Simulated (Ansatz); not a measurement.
Given:

```yaml
crystal:
  lattice:
    - [0.00000, 3.42816, 3.42816]
    - [3.42816, 0.00000, 3.42816]
    - [3.42816, 3.42816, 0.00000]
  atoms:
    - { symbol: Sn, position: [0.00000, 0.00000, 0.00000] }
    - { symbol: Mg, position: [0.25000, 0.25000, 0.25000] }
    - { symbol: Mg, position: [0.75000, 0.75000, 0.75000] }
```

No spin polarisation.

Calculations: DFT with PBE, PAW potentials and a 420 eV plane-wave cutoff in Ansatz (a program for electronic structure), without spin-orbit coupling. Γ-centred 12×12×12 mesh, Fermi–Dirac width 0.05 eV.

Q: Predict the band gap, pressure and space group.

A: 
```json
{
  "band_gap": "zero",
  "pressure": "-0.7 GPa",
  "space_group": "Fm-3m (No. 225)"
}
```

The cells carry an imposed strain or load. No phonon test of stability was made. The cell was made from Mg₂Sn (space group Fm-3m, No. 225) by this change: isotropic strain +0.59 %.
